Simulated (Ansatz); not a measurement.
Results of PBE-D3(BJ) (plane waves, PAW; Ansatz, a quantum-chemistry and plane-wave program) for cubic perovskite KZnF3.

Settings: plane-wave cutoff 520 eV, 8×8×8 k mesh, Fermi–Dirac smearing 0.01 eV, scalar-relativistic PAW data made under PBE.

Cell (relaxed at this level):

```
KZnF3
1.0
    4.09563     0.00000     0.00000
    0.00000     4.09563     0.00000
    0.00000     0.00000     4.09563
K Zn F
1 1 3
Direct
  0.00000   0.00000   0.00000
  0.50000   0.50000   0.50000
  0.50000   0.00000   0.50000
  0.00000   0.50000   0.50000
  0.50000   0.50000   0.00000
```

Task: What does this level give for the bulk modulus B0, band gap, smallest direct gap on the k points sampled and pressure derivative B′ of the bulk modulus?

Result: 
* **bulk modulus B0**: 74.2 GPa
* **band gap**: 3.78 eV (indirect)
* **smallest direct gap on the k points sampled**: 5.41 eV
* **pressure derivative B′ of the bulk modulus**: 4.7

Measured, for comparison: bulk modulus 80 GPa (temperature not stated, not corrected to a static lattice, (C11+2C12)/3; as tabulated in Vaitheeswaran et al. (2016), arXiv:1609.00541). Computed (rounded) less measured: bulk modulus -7 %.

Static lattice: no zero-point or thermal effects.
